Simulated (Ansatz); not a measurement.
Base system: SiC in the wurtzite structure (space group P6_3mc, No. 186).

```
SiC
1.0
    3.05640     0.00000     0.00000
   -1.52820     2.64692     0.00000
    0.00000     0.00000     5.01582
Si C
2 2
Cartesian
  0.00000   1.76461   5.01378
  1.52820   0.88231   2.50587
  0.00000   1.76461   1.88298
  1.52820   0.88231   4.39089
```

Cartesian axes are those of the cell as printed.

Calculations: Ansatz (a program for electronic structure), LDA, PAW, cutoff 420 eV, no spin-orbit coupling.

Base values:

```
Property               Value
-------------------  -------
Band gap             2.13 eV
Smallest direct gap  3.92 eV
```

Perturbation: the cell is stretched by 1.80 % along x with no lateral relaxation; the atoms relax in the strained cell.

Question: Estimate the effect on the band gap and smallest direct gap.

Answer: The band gap increases by 0.02 eV, from 2.13 eV to 2.15 eV; the smallest direct gap shrinks by 0.19 eV (3.92 eV → 3.73 eV).

Whether these cells are dynamically stable was not tested.
